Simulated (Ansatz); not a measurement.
Terminations of the (111) surface of fcc Au, measured from the surface 'clean 1x1'. Atoms come from or go to: Au: fcc Au, Cl: ½ Cl2(g), Co: hcp Co, ferromagnetic, Fe: bcc Fe, ferromagnetic, Mo: bcc Mo, Os: hcp Os, Pt: fcc Pt, Rh: fcc Rh, Ru: hcp Ru, Sn: beta tin, Ti: hcp Ti. ΔE is the energy of forming the row's surface from that one (negative: more stable at these reservoirs); the vacuum level's shift is aligned on the shared bottom. No zero-point or thermal terms. These are constructed structures in small cells; real faces may alloy, dewet or reconstruct in larger ones, and not all known structures of the face are among them. Slabs of about 12 Å with all that they carry, Fermi-Dirac smearing of 0.1 eV. Bottom of the slabs: a bare face, its two planes held. Relaxed from the named starts with such symmetry as they have, on meshes of like density; energies extrapolated to zero smearing; no spin-orbit coupling, no U. Spin-polarised runs, if any, are marked in brackets, and their order is one that fits the cell; the others ran without spin. A dash marks a value that is undefined for that row (no clear gap, or no work function of a gapped slab) or was not read reliably on its mesh.

The numbers are results of PBE (plane waves to 420 eV, PAW; Ansatz, a first-principles code), not measurements.

| surface | atoms added per 1x1 | ΔE per 1x1 (eV) | shift of the vacuum level (eV) | work function (eV) |
|---|---|---|---|---|
| a layer of Co in place of the second plane [spin, 1.9 μB a cell] | -1 Au, +1 Co | 0.71 | -0.48 | 4.73 |
| a layer of Pt in place of the second plane | -1 Au, +1 Pt | 0.18 | 0.08 | 5.25 |
| a layer of Sn in place of the second plane | -1 Au, +1 Sn | [?] | -0.10 | 5.12 |
| a layer of Mo in place of the second plane | -1 Au, +1 Mo | 0.80 | -0.65 | 4.53 |
| a layer of Ti in place of the second plane | -1 Au, +1 Ti | -0.62 | -0.93 | 4.23 |
| a layer of Ru in place of the third plane | -1 Au, +1 Ru | [?] | -0.14 | 4.99 |
| one added row of Au in 3 | +0.333 Au | 0.11 | -0.23 | 4.96 |
| a pseudomorphic layer of Rh in the host's stacking | +1 Rh | 1.11 | 0.13 | 5.29 |
| p(2x2), one Au adatom | +0.25 Au | [?] | -0.48 | 4.68 |
| (√3x√3)R30° layer of Cl, one a cell, on the site that continues the host's stacking | +0.333 Cl | [?] | 0.72 | 5.90 |
| a layer of Os in place of the second plane | -1 Au, +1 Os | [?] | 0.04 | 5.19 |
| a layer of Fe in place of the third plane [spin, 3.1 μB a cell] | -1 Au, +1 Fe | 0.43 | -0.09 | 5.11 |

Q: Some entries are withheld; supply them.

A: 
- a layer of Sn in place of the second plane, ΔE per 1x1 (eV): 0.26
- a layer of Ru in place of the third plane, ΔE per 1x1 (eV): 1.07
- p(2x2), one Au adatom, ΔE per 1x1 (eV): 0.17
- (√3x√3)R30° layer of Cl, one a cell, on the site that continues the host's stacking, ΔE per 1x1 (eV): -0.30
- a layer of Os in place of the second plane, ΔE per 1x1 (eV): 1.73
